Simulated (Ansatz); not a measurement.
The reference is TaC in the rock salt structure (space group Fm-3m, No. 225; a = 4.476 Å).

Structures relaxed with PBE (Ansatz, a quantum-chemistry and plane-wave program, PAW, no spin-orbit coupling).

Base:

Simulated powder pattern, Cu Kα1, λ = 1.54056 Å (kinematic, ideal powder, no thermal factors, no anomalous dispersion; the 10 strongest lines at most, above 2 %, up to 2θ = 90°):

| 2θ (°) | I/Imax (%) | hkl |
|---|---|---|
| 34.68 | 100 | (111) |
| 40.27 | 63 | (200) |
| 58.26 | 43 | (220) |
| 69.61 | 43 | (311) |
| 73.19 | 15 | (222) |
| 87.01 | 7.3 | (400) |

Now apply this change: every C is replaced by Be, then cell and atoms are relaxed.

### Question
Predict the new powder pattern.

### Answer

Simulated powder pattern, Cu Kα1, λ = 1.54056 Å (kinematic, ideal powder, no thermal factors, no anomalous dispersion; the 10 strongest lines at most, above 2 %, up to 2θ = 90°):

```json
[
 {"2θ (°)": "32.26", "I/Imax (%)": "100", "hkl": "(111)"},
 {"2θ (°)": "37.42", "I/Imax (%)": "58", "hkl": "(200)"},
 {"2θ (°)": "53.95", "I/Imax (%)": "42", "hkl": "(220)"},
 {"2θ (°)": "64.27", "I/Imax (%)": "44", "hkl": "(311)"},
 {"2θ (°)": "67.50", "I/Imax (%)": "14", "hkl": "(222)"},
 {"2θ (°)": "79.81", "I/Imax (%)": "6.9", "hkl": "(400)"},
 {"2θ (°)": "88.71", "I/Imax (%)": "19", "hkl": "(331)"}
]
```

The indices refer to each structure's own conventional cell; one index is shown for lines that coincide.

Whether these cells are dynamically stable was not tested. As relaxed here, TaBe is a hypothetical phase, not in the database extracts checked. The final runs are not spin-polarised. An odd electron count without spin: TaBe and TaC.
